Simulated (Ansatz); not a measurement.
The structure below was relaxed with Kohn–Sham DFT with the r2SCAN functional, run in Ansatz (an electronic-structure program) with PAW and 500 eV plane waves, scalar-relativistic without spin-orbit coupling, at pressure 30 GPa.

Space group Fd-3m, origin choice 1 (No. 227); a = b = c = 5.237 Å, α = β = γ = 90.00°

```tsv
atom	site	symmetry	x	y	z
Ge	8a	-43m	0.0000	0.0000	0.0000
```

Write out a cell with all atoms.


```cif
data_Ge8
_chemical_formula_sum 'Ge8'
_space_group_name_H-M_alt 'P 1'
_space_group_IT_number 1
_cell_length_a 5.23718
_cell_length_b 5.23718
_cell_length_c 5.23718
_cell_angle_alpha 90.000
_cell_angle_beta 90.000
_cell_angle_gamma 90.000
loop_
_space_group_symop_operation_xyz
  'x, y, z'
loop_
_atom_site_label
_atom_site_type_symbol
_atom_site_fract_x
_atom_site_fract_y
_atom_site_fract_z
_atom_site_occupancy
Ge1 Ge 0.50000 0.00000 0.50000 1
Ge2 Ge 0.25000 0.25000 0.25000 1
Ge3 Ge 0.50000 0.50000 0.00000 1
Ge4 Ge 0.25000 0.75000 0.75000 1
Ge5 Ge 0.00000 0.00000 0.00000 1
Ge6 Ge 0.75000 0.25000 0.75000 1
Ge7 Ge 0.00000 0.50000 0.50000 1
Ge8 Ge 0.75000 0.75000 0.25000 1
```
This is the conventional cell.

Load acts through the strain it causes; cell and atoms are relaxed under it. Stability against distortions was not tested. Measured, Ge leaves this structure (for the β-tin structure) near 10.6 GPa (room temperature; as listed in arXiv:1906.07825). The cell was made from Ge in the diamond structure (space group Fd-3m, No. 227) by this change: pressure 30 GPa.
